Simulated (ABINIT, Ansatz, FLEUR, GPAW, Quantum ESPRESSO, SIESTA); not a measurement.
# One structure in several programs: HfMg6Sn (Amm2, 8 atoms in the cell)

Self-consistent single point, at a second geometry (lattice scaled by 0.98). First geometry:

```
CELL_PARAMETERS angstrom
      4.98242     0.00000     0.00000
      0.00000     3.25551     5.52429
      0.00000    -3.25551     5.52429
ATOMIC_POSITIONS crystal
  Mg 0.50000 0.33261 0.83375
  Mg 0.50000 0.83375 0.33261
  Mg 0.50000 0.33298 0.33298
  Mg 0.00000 0.17340 0.66390
  Mg 0.00000 0.66390 0.17340
  Mg 0.00000 0.16599 0.16599
  Hf 0.00000 0.66911 0.66911
  Sn 0.50000 0.82826 0.82826
```

Shared settings, as Ansatz (a quantum-chemistry and plane-wave program) writes them: kpoints.mp_grid.grid = 4 3 3; scf.occupations.method = gaussian; scf.occupations.width = 0.2 eV. Potentials and cutoffs stand in the table.

| code | model | ΔF from the first geometry (meV/atom) | pressure (GPa) | largest force (eV/Å) | cutoff |
|---|---|---|---|---|---|
| FLEUR | PBEsol, all-electron FLAPW (FLEUR), scalar-relativistic valence | – | – | 0.065 | Kmax 3.8 1/bohr |
| GPAW | PBEsol, GPAW PAW datasets PBEsol (made by gpaw-setup) | 3.0 | 2.06 | 0.062 | 800 eV |
| ABINIT | PBEsol, norm-conserving pseudopotentials (PseudoDojo nc-sr-04 PBEsol standard) | 3.7 | 2.14 | 0.061 | 42 Ha |
| Ansatz | PBEsol, PAW files made with PBE | 3.0 | 2.05 | 0.055 | default |
| Quantum ESPRESSO | PBEsol, GBRV 1.5 ultrasoft (PBESOL) pseudopotentials | 3.3 | 2.00 | 0.060 | 40 Ry |
| SIESTA | GGA PBEsol, numerical atomic orbitals TZP, PseudoDojo PBEsol standard norm-conserving potentials (rewritten from UPF to PSML) | 9.7 | 3.13 | 0.115 | grid 400 Ry |

Size of the force on each atom (eV/Å): Sizes of forces hide their directions.

| code | Mg1 | Mg2 | Mg3 | Mg4 | Mg5 | Mg6 | Hf7 | Sn8 |
|---|---|---|---|---|---|---|---|---|
| FLEUR | 0.052 | 0.052 | 0.010 | 0.045 | 0.045 | 0.004 | 0.051 | 0.065 |
| GPAW | 0.054 | 0.054 | 0.011 | 0.045 | 0.045 | 0.005 | 0.062 | 0.056 |
| ABINIT | 0.052 | 0.052 | 0.009 | 0.048 | 0.048 | 0.002 | 0.054 | 0.061 |
| Ansatz | 0.048 | 0.048 | 0.010 | 0.045 | 0.045 | 0.004 | 0.055 | 0.055 |
| Quantum ESPRESSO | 0.056 | 0.056 | 0.010 | 0.045 | 0.045 | 0.005 | 0.058 | 0.060 |
| SIESTA | 0.050 | 0.050 | 0.015 | 0.091 | 0.091 | 0.016 | 0.030 | 0.115 |

A dash marks a value that a program does not give, or that is left out as unsure.

On Ansatz's run: spin-orbit coupling is off.

The spread over the programs that give each value: ΔF from the first geometry within 6.7 meV/atom; pressure within 1.13 GPa; largest force within 0.060 eV/Å.

SIESTA uses small atom-centred bases, whose incompleteness enters pressures, forces and empty levels differently from a plane-wave cutoff. FLEUR treats all electrons, but the usual bases taken here (sphere radii, linearisation, local orbitals, empty states) were not tested for convergence, so the values are no reference for the others. Ansatz's pressure is given at a fixed set of plane waves, as the other plane-wave codes print theirs. In the pressure, SIESTA (by 1.07) lies more than 1 GPa from the median of the plane-wave programs.

The shared mesh is coarse (it stands for a supercell whose shortest vector is 19 Å), so the values are not converged in it.

The starting cell comes from a database of computed structures (which also holds hypothetical and non-ambient phases and stackings), without a prior relaxation at this level. For this run, on top of that: lattice scaled by 0.98.

Left out of this page: CP2K (unsound by tests on forces, stress, charge or solver warnings); Elk (not drawn, or without a comparable value).

Keys are those of Ansatz 0.2.
